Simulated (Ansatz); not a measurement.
```
CELL_PARAMETERS angstrom
      3.08864     0.00000     0.00000
      0.00000     3.08864     0.00000
      1.54432     1.54432     2.18399
ATOMIC_POSITIONS crystal
  Al 0.00000 0.00000 0.00000
  N  0.25000 0.75000 0.50000
```

Space group of this cell: F-43m, zinc blende. The cell is taken as given.

Calculation: r2SCAN (plane waves, PAW; Ansatz, a first-principles code).

The current runs along the normal of the first two printed vectors; no spin-orbit coupling. Scaled by the factor s: all lengths (ions clamped). Meshes 14×14×14 and 10×10 across the current in all rows.

```json
[
 {"s": "0.98", "mean pressure (GPa)": "14.6", "slowest mid-gap decay constant κ (1/Å)": "0.327"},
 {"s": "1.00", "mean pressure (GPa)": "0.3", "slowest mid-gap decay constant κ (1/Å)": "0.304"},
 {"s": "1.02", "mean pressure (GPa)": "-10.9", "slowest mid-gap decay constant κ (1/Å)": "?"}
]
```

**Question.** Take the slope of the slowest mid-gap decay constant κ against ln s from the two given rows, extrapolate to s = 1.02, and say what the run there gives.

**Answer.** Slope = (0.327 − 0.304) / ln 0.98 = -1.14 1/Å. The line gives 0.304 + (-1.14) × ln 1.02 = 0.281 1/Å. The run gives 0.280 1/Å, 0.001 1/Å under the line, 6 % of the predicted step.
